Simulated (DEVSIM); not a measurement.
System: abrupt Si n-p junction, at 300 K.

```csv
layer (left to right),material,thickness (μm),Nd (cm⁻³),Na (cm⁻³),τn (s),τp (s)
1,Si,0.110,2.3e16,-,0.00016,0.00016
2,Si,0.860,-,1.7e17,0.00016,0.00016
```

Left contact: ohmic. Right contact: ohmic. Voltage is applied to the left contact. Recombination: SRH at mid-gap, Auger. Mobility is μmin + (μ − μmin)/(1 + (N/Nref)^α).

The device is made up for the run: typed textbook-type constants, with dimensions and the other settings drawn at random. Values at 300 K.

```tsv
parameter	Si
gap (eV)	1.124
affinity (eV)	4.05
permittivity	11.7
Nc (cm⁻³)	2.86e19
Nv (cm⁻³)	3.1e19
μn (cm²/Vs)	1417
μp (cm²/Vs)	470
μn,min	52
μp,min	45
Nref,n	9.7e16
Nref,p	2.2e17
αn	0.68
αp	0.72
Cn (cm⁶/s)	2.8e-31
Cp (cm⁶/s)	9.9e-32
```

DEVSIM, 1D drift-diffusion, Boltzmann statistics, complete ionisation; no tunnelling, impact ionisation, image-force lowering or self-heating.

**Question.** Give the dark forward current.

**Answer.** 
```csv
V (V),J (A/cm²)
-0.05,-7.7e-8
-0.10,-5.6e-7
-0.15,-3.6e-6
-0.20,-2.2e-5
-0.30,-0.00084
-0.35,-0.0050
-0.40,-0.030
-0.45,-0.17
-0.50,-0.97
-0.55,-5.3
-0.65,-140
-0.70,-580
-0.75,-1800
-0.80,-3900
```
